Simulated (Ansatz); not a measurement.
Related cells compared by their density of states at the Fermi level.

Cell A: Ag (fcc, Fm-3m), 1 atom in the cell, k-point mesh 26×26×26 on the run's own vectors.
```
Ag
1.0
    0.00000     2.07425     2.07425
    2.07425     0.00000     2.07425
    2.07425     2.07425     0.00000
Ag
1
Cartesian
  0.00000   0.00000   0.00000
```

Cell B: Cu (fcc, Fm-3m), 1 atom in the cell; spin state with PBE: run without spin, k-point mesh 28×28×28 on the run's own vectors.
Cu is taken in the cubic space group Fm-3m (No. 225), the fcc (Cu type) structure, Pearson symbol cF4. Lattice parameters: a = b = c = 3.6292 Å, α = β = γ = 90.00°. Cu on 4a sees 12 Cu at 2.566 Å (cuboctahedral). (Neighbours: up to the widest gap in distance over summed covalent radii, below 1.35, at either atom.)
(The calculation used a cell of 1 atom; values per cell refer to that cell.)

Cell C: Au (fcc, Fm-3m), 1 atom in the cell, k-point mesh 24×24×24 on the run's own vectors.
```
CELL_PARAMETERS angstrom
      0.00000     2.07900     2.07900
      2.07900     0.00000     2.07900
      2.07900     2.07900     0.00000
ATOMIC_POSITIONS crystal
  Au 0.00000 0.00000 0.00000
```

Cell D: Al (fcc, Fm-3m), 1 atom in the cell, k-point mesh 26×26×26 on the run's own vectors.
Space group Fm-3m (No. 225); a = 4.041 Å, b = 4.041 Å, c = 4.041 Å, α = 90.00°, β = 90.00°, γ = 90.00°

```csv
atom,site,symmetry,x,y,z
Al,4a,m-3m,0.0000,0.0000,0.0000
```
(The calculation used a cell of 1 atom; values per cell refer to that cell.)

Plane-wave PAW calculations with Ansatz (a first-principles code), its PAW set soft_1, cutoff 420 eV. The structures are at rest with PBE. Neutral cells; Fermi-Dirac smearing of at most 0.10 eV in the solids, energies taken to zero width. The runs are scalar-relativistic, without spin-orbit coupling. A dispersion term ran beside these levels; it doesn't touch the electrons. Both spins, broadened by a Gaussian of 0.2 eV on the run's mesh.

**Question.** Predict the density of states at the Fermi level (states/eV per atom) of each cell with PBE.

**Answer.** 
```json
[
 {"cell": "A", "PBE": "0.26"},
 {"cell": "B", "PBE": "0.30"},
 {"cell": "C", "PBE": "0.27"},
 {"cell": "D", "PBE": "0.38"}
]
```

With PBE the value is lowest for A and highest for D.
